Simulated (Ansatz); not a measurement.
# What biaxial strain −0.28 %, plane normal [110], relaxed out of plane does to TiC

Base system: TiC in the rock salt structure (space group Fm-3m, No. 225; a = 4.2934 Å; relaxed with 0.1 eV smearing). Axes: x, y, z lie along the cube axes.

The change: compressive biaxial strain of 0.28 % in the plane normal to [110], as in epitaxy on a mismatched substrate; the out-of-plane cell vector and the atoms relax.

Computed with PBEsol (Ansatz, an electronic-structure program), no SOC. k-mesh 23×23×23 (Γ-centred); smearing 0.1 eV (Fermi–Dirac).

The volume per atom drops by 0.04 Å³ to 9.85 Å³ and the space group becomes Immm (No. 71) (base: Fm-3m (No. 225)). The energy stays essentially unchanged and the pressure (mean of the normal stresses, compression positive) goes from zero to 1.1 GPa. The band gap stays zero and the out-of-plane strain is +0.16 %. The mean in-plane stress (compression positive) is +1.6 GPa.

Final structure (turned so that z lies along the plane normal):

```
CELL_PARAMETERS angstrom
      3.02736     0.00000     0.00000
      0.00000     4.28133     0.00000
      1.51368     2.14067     1.52033
ATOMIC_POSITIONS crystal
  Ti 0.00000 0.00000 0.00000
  C  0.00000 0.50000 0.00000
```

No phonon test of stability was made. The base started in Pnma and relaxed to Fm-3m at this level. The final runs are not spin-polarised.
